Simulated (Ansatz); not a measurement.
Several settings converged on SrIn₂ (P3m1, 6 atoms in the cell)

```yaml
crystal:
  lattice:
    - [5.06967, 0.00000, 0.00000]
    - [-2.53484, 4.39046, 0.00000]
    - [0.00000, 0.00000, 8.15589]
  atoms:
    - { symbol: Sr, position: [0.00000, 0.00000, 0.75613] }
    - { symbol: Sr, position: [0.00000, 0.00000, 0.25000] }
    - { symbol: In, position: [0.33333, 0.66667, 0.95349] }
    - { symbol: In, position: [0.66667, 0.33333, 0.04651] }
    - { symbol: In, position: [0.66667, 0.33333, 0.45349] }
    - { symbol: In, position: [0.33333, 0.66667, 0.54651] }
```

Base method: LDA (PW92), default PAW files made with PBE (plane waves; Ansatz, a program for electronic structure).

Base settings: basis.ecutwfc = 420 eV; kpoints.mp_grid.grid = 5 5 2; hamiltonian.xc = lda; hamiltonian.pseudopotentials = {kind: paw} (the program's default PAW files); scf.occupations.method = gaussian; scf.occupations.width = 0.1 eV.

The count of work is k-points × plane waves × bands × iterations; it is no time. Core times come from one kind of shared machine, to one figure; runs under 30 s give none.

**The cutoff for other potential files**

Level: DFT, LDA (PW92), plane waves, harder PAW files (source: ansatz) made with PBE.

In this ladder: hamiltonian.pseudopotentials = {kind: paw, source: ansatz}.

The second cell is the first with its lattice scaled by 0.98.

The mesh stays at the base's, so the ladder's end is converged at best in this setting alone.

The first pressure column holds Ansatz's estimate of the finite-basis (Pulay) stress, which hides part of the cutoff error; the other is without it.

Only quantities that move along the ladder and can be compared are tabulated.

| basis.ecutwfc | free energy less the last step's (meV/atom) | energy of the compressed cell less the first (meV/atom) | pressure (GPa) | pressure without the Pulay estimate (GPa) | largest difference of a force vector from the last step's (eV/Å) | count of work / last |
|---|---|---|---|---|---|---|
| 320 eV | 10820.01 | -74.28 | -3.88 | -276.22 | 0.030 | 0.11 |
| 390 eV | 2169.24 | -19.41 | -3.68 | -73.52 | 0.019 | 0.16 |
| 495 eV | 162.16 | -30.33 | -3.59 | -11.12 | 0.000 | 0.23 |
| 605 eV | 6.84 | -29.16 | -3.56 | -3.99 | 0.000 | 0.31 |
| 710 eV | 0.85 | -29.14 | -3.56 | -3.58 | 0.000 | 0.35 |
| 850 eV | 0.41 | -29.14 | -3.56 | -3.57 | 0.000 | 0.46 |
| 1065 eV | 0.13 | -29.14 | -3.56 | -3.57 | 0.000 | 0.73 |
| 1420 eV | 0.00 | -29.14 | -3.56 | -3.56 | 0.000 | 1.0 |

Coarsest basis.ecutwfc that holds the forces within 0.01 eV/Å of the last step, with all finer ones: 495 eV, at 0.23 of the last step's count of work; the step before is off by 0.019 eV/Å.

Coarsest basis.ecutwfc that holds the pressure within 0.1 GPa of the last step, with all finer ones: 495 eV, at 0.23 of the last step's count of work; the step before is off by 0.11 GPa.

Coarsest basis.ecutwfc that holds the free energy within 5 meV/atom of the last step, with all finer ones: 710 eV, at 0.35 of the last step's count of work; the step before is off by 6.8 meV/atom.

The energy difference between the two cells stays within 1 meV/atom of the last step's from 605 eV on, the total only from 710 eV on: much of the error is common to both cells and cancels.

At the lowest cutoff the pressure without the Pulay estimate lies 273 GPa under the last step's, the usual sign of Pulay stress in an incomplete plane-wave basis.

**The relaxed cell against the cutoff**

On SrIn₂ (P6_3/mmc, 6 atoms in the cell): atoms on their sites.

In this ladder: relax = cell and atoms.

The mesh stays at the base's, so the ladder's end is converged at best in this setting alone.

Only quantities that move along the ladder and can be compared are tabulated.

```tsv
basis.ecutwfc	relaxed volume (Å³/atom)	relaxation steps	core time / last (rough)
250 eV	27.657	36	1
295 eV	27.399	17	0.7
355 eV	27.381	7	–
420 eV	27.397	5	–
505 eV	27.391	5	–
630 eV	27.396	5	0.6
840 eV	27.394	5	1
```

Coarsest basis.ecutwfc that holds the relaxed volume within 0.137 Å³/atom of the last step, with all finer ones: 295 eV; the step before is off by 0.26 Å³/atom.

At the lowest cutoff the cell relaxes to a volume 1.0 % larger than at the highest. Ansatz relaxes on a stress corrected for the finite basis.

On the base run: the starting cell comes from a database of computed structures (which also holds hypothetical and non-ambient phases and stackings), without a prior relaxation at this level. Its lattice was rescaled by up to half a per cent. One atom was moved a little off its site on purpose. Without a gap this mesh is coarse (it stands for a supercell whose shortest vector is 16 Å).

Left out of this page: 1 run of the series failed or unconverged.

Keys are those of Ansatz 0.2.
